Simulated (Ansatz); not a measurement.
Take MoP (space group P-6m2, No. 187) as the base.

```
CELL_PARAMETERS angstrom
      3.20627     0.00000     0.00000
     -1.60314     2.77671     0.00000
      0.00000     0.00000     3.17380
ATOMIC_POSITIONS crystal
  Mo 0.00000 0.00000 0.00000
  P  0.66667 0.33333 0.50000
```

Calculations: DFT with PBEsol, PAW potentials and a 420 eV plane-wave cutoff in Ansatz (a quantum-chemistry and plane-wave program), scalar-relativistic without spin-orbit coupling.

Base values:

- Lattice parameter a = 3.206 Å
- c/a ratio = 0.990

It is then changed as follows: a negative pressure, −2 GPa.

Estimate the effect on the lattice parameter a and c/a ratio.

The lattice parameter a increases by 0.0114 Å, from 3.206 Å to 3.218 Å; the c/a ratio hardly moves (0.990 against 0.988).

Load acts through the strain it causes; cell and atoms are relaxed under it. No phonon test of stability was made. The final runs are not spin-polarised. An odd electron count without spin: MoP.
